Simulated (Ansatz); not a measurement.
**Quick settings and what they miss: Zn4CoSe5 (Cm, 10 atoms in the cell)**

Self-consistent single point.

```yaml
crystal:
  lattice:
    - [6.58208, -1.99325, 0.00000]
    - [6.58208, 1.99325, 0.00000]
    - [-4.77949, 0.00000, 8.46917]
  atoms:
    - { symbol: Zn, position: [0.59923, 0.59923, 0.39762] }
    - { symbol: Zn, position: [0.20186, 0.20186, 0.80135] }
    - { symbol: Zn, position: [0.79901, 0.79901, 0.19835] }
    - { symbol: Zn, position: [0.40059, 0.40059, 0.60358] }
    - { symbol: Co, position: [0.00008, 0.00008, 0.00062], spin: 3.0 }
    - { symbol: Se, position: [0.80032, 0.80032, 0.45013] }
    - { symbol: Se, position: [0.40442, 0.40442, 0.85717] }
    - { symbol: Se, position: [0.99867, 0.99867, 0.24305] }
    - { symbol: Se, position: [0.60071, 0.60071, 0.64982] }
    - { symbol: Se, position: [0.19512, 0.19512, 0.04831] }
```
(The spins are starting values, not results.)

Computed with LDA (PW92), default PAW files made with PBE (plane waves; Ansatz, a first-principles code).

Base settings: basis.ecutwfc = 420 eV; kpoints.mp_grid.grid = 5 5 3; hamiltonian.xc = lda; hamiltonian.pseudopotentials = {kind: paw} (the program's default PAW files); magnetization.spin_polarized = true; scf.occupations.method = cold; scf.occupations.width = 0.2 eV.

Tight run (finer mesh or higher cutoff; not a proven limit): basis.ecutwfc: 420 eV → 590 eV; kpoints.mp_grid.grid: 5 5 3 → 7 7 5; scf.convergence.dr2_threshold: default (1e-07 eV) → 1e-09 eV. It gave Fermi level (on the code's own zero) 7.35 eV; pressure -3.74 GPa; largest force (vector length) 0.385 eV/Å; size of the cell's spin moment 2.71 μB.

Quick runs, as changes from the base:
- A: the base itself
- B: kpoints.mp_grid.grid: 5 5 3 → 4 4 4
- C: basis.ecutwfc: 420 eV → 210 eV; kpoints.mp_grid.grid: 5 5 3 → 4 4 4; hamiltonian.xc: lda → pbesol; scf.occupations.method: cold → gaussian; scf.occupations.width: 0.2 eV → 0.136 eV [PBEsol]
- D: basis.ecutwfc: 420 eV → 335 eV; kpoints.mp_grid.grid: 5 5 3 → 6 6 6; scf.occupations.width: 0.2 eV → 0.5 eV

Energies are extrapolated to zero smearing width, which holds to low order in the width alone.

Dashes: energy of C, another energy zero.

† marks runs with another functional, U, potentials or spin treatment: their distance from the tight run is not a convergence error alone.

The count of work is k-points × plane waves × bands × iterations; it is no time. Core times come from one kind of shared machine and are given to one figure; runs under 30 s give none.

Pressures in the table are Ansatz's without its Pulay estimate, at a fixed set of plane waves; the tight run's value above holds the estimate.

The starting cell comes from a database of computed structures (which also holds hypothetical and non-ambient phases and stackings), without a prior relaxation at this level. Its lattice was rescaled by a random factor within 2.5 % of one. With one magnetic atom in the cell only a parallel order is possible. In the base run, with a pressure of about -4 GPa the cell is away from its equilibrium volume at this level.

```
run  energy less tight (meV/atom)  pressure less tight (GPa)  largest miss in a force vector (eV/Å)  count of work / tight  core time / tight (rough)
---  ----------------------------  -------------------------  -------------------------------------  ---------------------  -------------------------
A                             2.1                      -0.07                                  0.017                   0.15                        0.2
B                             4.2                      -0.18                                  0.165                   0.15                        0.2
C†                              –                    -148.96                                  0.333                  0.041                       0.06
D                            28.0                      -1.56                                  0.050                   0.35                        0.5
```

Among the runs at the tight run's level, the energy misses run from 2.1 to 28.0 meV/atom.

Left out of this page: 2 runs of the series outside the window shown, repeating another row's setting, or not comparable.

Keys are those of Ansatz 0.2.
